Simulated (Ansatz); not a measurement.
# GaSb: biaxial strain +0.83 %, plane normal [111], relaxed out of plane

Base system: GaSb in the zinc blende structure (space group F-43m, No. 216; a = 6.1115 Å). Axes: x, y, z lie along the cube axes.

It is then changed as follows: tensile biaxial strain of 0.83 % in the plane normal to [111], as in epitaxy on a mismatched substrate; the out-of-plane cell vector and the atoms relax.

Calculations: PBEsol/PAW in Ansatz (a first-principles code), no SOC. k-mesh 13×13×13 (Γ-centred); smearing 0.05 eV (Fermi–Dirac).

| quantity | base | changed | shift |
|---|---|---|---|
| space group | F-43m (No. 216) | R3m (No. 160) | – |
| shortest interatomic distance | 2.646 Å | 2.648 Å | +0.002 Å |
| energy relative to the base (free energy F) | 0 meV/atom | +1.4 meV/atom | +1.4 meV/atom |
| pressure (mean of the normal stresses, compression positive) | 0.0 GPa | -0.6 GPa | -0.6 GPa |
| band gap | zero | zero | – |
| valley order (the lowest conduction-band minima on the path, energy above the VBM, named in the base's zone) | – | Γ 0.04 eV; L along [111] 0.19 eV; L along [1-1-1] 0.33 eV; a point along [001], about 0.9 Å⁻¹ from Γ 0.78 eV | – |
| out-of-plane strain (rough) | – | -0.41 % | – |
| mean in-plane stress (compression positive) (rough) | – | -0.9 GPa | – |

Without a gap, meshes like the base's 13×13×13 leave anisotropic stresses uncertain by several tenths of a GPa, and small strain energies with them. Spin-orbit coupling, missing from the scalar runs, can matter with Sb. Whether these cells are dynamically stable was not tested. All final runs are without spin polarisation. Gaps under 0.05 eV, about the width of the smearing, are given as zero. A zero or small gap of GaSb can be the functional's error rather than a property of the material.
